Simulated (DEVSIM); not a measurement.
Structure: Ni/SiO2/p-Si capacitor, at 400 K.

Layer 1 from the left is SiO2, thickness (nm) 14.0. Layer 2 from the left is Si, thickness (nm) 4300, Na (cm⁻³) 1.8e16.

Metal gate on the left, work function 5.1 eV. Fixed charge at the semiconductor interface 0 cm⁻² (in units of +e); interface traps 5.5e10 cm⁻² eV⁻¹, uniform in energy, neutral level at 0.5 of the gap above the valence band.

This is a model device: material constants are rounded textbook-type values typed into the input, and sizes, dopings and lifetimes were drawn at random. Values at 300 K; Nc and Nv go as T^1.5, mobilities as T to minus their exponent, the gap by Varshni's rule with the affinity fixed.

SiO2: gap (eV) 9, affinity (eV) 0.9, permittivity 3.9. Si: gap (eV) 1.124, affinity (eV) 4.05, permittivity 11.7, Nc (cm⁻³) 2.86e19, Nv (cm⁻³) 3.1e19, Varshni α (eV/K) 0.000473, Varshni β (K) 636.

Simulated with DEVSIM: 1D Poisson equation in equilibrium, Boltzmann statistics, complete ionisation; no quantum confinement or tunnelling. Metal contacts follow the ideal Schottky-Mott rule: no Fermi-level pinning, no interface dipoles.

**Question.** What does the simulation give for the threshold voltage (band bending 2φF), the flat-band voltage?

**Answer.** threshold voltage (band bending 2φF) 1.02 V; flat-band voltage 0.22 V.
